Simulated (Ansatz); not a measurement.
Take CaO in the rock salt structure (space group Fm-3m, No. 225; a = 4.831 Å) as the base.

Structures relaxed with PBE, PAW, 420 eV (Ansatz, a quantum-chemistry and plane-wave program; no spin-orbit coupling).

Base:

Simulated powder pattern, Cu Kα1, λ = 1.54056 Å (kinematic, ideal powder, no thermal factors, no anomalous dispersion; the 10 strongest lines at most, above 2 %, up to 2θ = 90°):

| 2θ (°) | I/Imax (%) | hkl |
|---|---|---|
| 32.06 | 38 | (111) |
| 37.19 | 100 | (200) |
| 53.62 | 59 | (220) |
| 63.85 | 16 | (311) |
| 67.06 | 18 | (222) |
| 79.26 | 7.7 | (400) |
| 88.06 | 6.9 | (331) |

Modification: every lattice vector is stretched by 3.00 %, atoms relaxed at fixed cell.

Question: Predict the new powder pattern.

Answer: 
Simulated powder pattern, Cu Kα1, λ = 1.54056 Å (kinematic, ideal powder, no thermal factors, no anomalous dispersion; the 10 strongest lines at most, above 2 %, up to 2θ = 90°):

| 2θ (°) | d (Å) | I/Imax (%) | hkl |
|---|---|---|---|
| 31.11 | 2.873 | 37 | (111) |
| 36.07 | 2.488 | 100 | (200) |
| 51.94 | 1.759 | 60 | (220) |
| 61.79 | 1.500 | 16 | (311) |
| 64.86 | 1.436 | 18 | (222) |
| 76.52 | 1.244 | 7.8 | (400) |
| 84.88 | 1.142 | 6.7 | (331) |
| 87.63 | 1.113 | 21 | (420) |

The indices refer to the base's conventional cell; one index is shown for lines that coincide.

The cells carry an imposed strain or load. Stability against distortions was not tested.
